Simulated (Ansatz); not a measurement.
The reference is TiO₂ in the anatase structure (space group I4_1/amd, No. 141; a = 3.770 Å, c = 9.552 Å).

Modification: a hydrostatic pressure of 4.2 GPa.

Levels (all Ansatz, a quantum-chemistry and plane-wave program, PAW): PBEsol (420 eV, without spin-orbit coupling); r2SCAN (500 eV, scalar-relativistic without spin-orbit coupling); HSE06 (420 eV, no spin-orbit coupling).

One geometry, relaxed with PBEsol, under each level:

| level | band gap | lowest conduction level above the VBM at special points | pressure |
|---|---|---|---|
| PBEsol | 2.07 eV | Γ 2.07 eV; M 2.46 eV; S₀ 3.23 eV; S 3.23 eV | 4.20 GPa |
| r2SCAN | 2.51 eV | Γ 2.51 eV; M 2.89 eV; S₀ 3.65 eV; S 3.65 eV | 6.09 GPa |
| HSE06 | 3.62 eV | Γ 3.62 eV; M 4.07 eV; S₀ 4.86 eV | – |

Single points use the geometry relaxed with PBEsol. Their cutoffs differ, which shifts pressures a little. HSE06 gaps are upper bounds (no full band path). Load acts through the strain it causes; cell and atoms are relaxed under it. Whether these cells are dynamically stable was not tested. All final runs are without spin polarisation.
